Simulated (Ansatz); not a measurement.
Functionals compared on the (000-1) surface of wurtzite GaN, N-terminated, 2x2 with 3 NH2 on 4 top atoms (bottom of the slab: 3 H on 4 bottom sites), in Ansatz (plane waves, PAW). The structure was relaxed with PBE; the other rows are single points on it. Cutoff 420 eV (500 eV for r2SCAN).

Model: 52-atom slab, 14.7 Å thick at the start with caps and adatoms, 4x4x1 mesh, Fermi-Dirac 0.025 eV, dipole correction, 8 atoms held, the rest relaxed; no symmetry held; no spin, no spin-orbit, no U. It is one candidate, not shown to be the stable structure of the face. These notes are the PBE run's.

```
functional  gap of the slab on its k-mesh (eV)  highest filled level below the top vacuum level (eV)  rough cost of the single point
----------  ----------------------------------  ----------------------------------------------------  ------------------------------
PBE                                       1.54                                                  4.24                               –
r2SCAN                              (withheld)                                            (withheld)    very roughly 12 core-minutes
```

Q: What belongs in the gaps?

A: 
- r2SCAN, gap of the slab on its k-mesh (eV): 1.91
- r2SCAN, highest filled level below the top vacuum level (eV): 4.45

Ansatz is a quantum-chemistry and plane-wave program.
